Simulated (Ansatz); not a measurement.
Take Ti (space group P6/mmm, No. 191; a = 4.568 Å, c = 2.826 Å; a cell from a computed database, its experimental status unchecked; relaxed with 0.1 eV smearing) as the base. Axes: x lies along a and z along c of the hexagonal cell.

Level of theory: r2SCAN, PAW, 500 eV (Ansatz, a program for electronic structure; scalar-relativistic without spin-orbit coupling), earlier PAW set.

One thing is altered: uniaxial stress, 8 GPa tension along z; all other stress components relax to zero.

Question: Predict the new energy relative to the base.

Answer: The energy rises by 16 meV/atom.

Question: How does this affect the secant Young's modulus along z?

Answer: The secant Young's modulus along z amounts to 220 GPa.

Load acts through the strain it causes; cell and atoms are relaxed under it. Stability under load was not tested beyond the relaxation. The final runs are not spin-polarised. This is not the structure that Ti has at room temperature and ambient pressure.
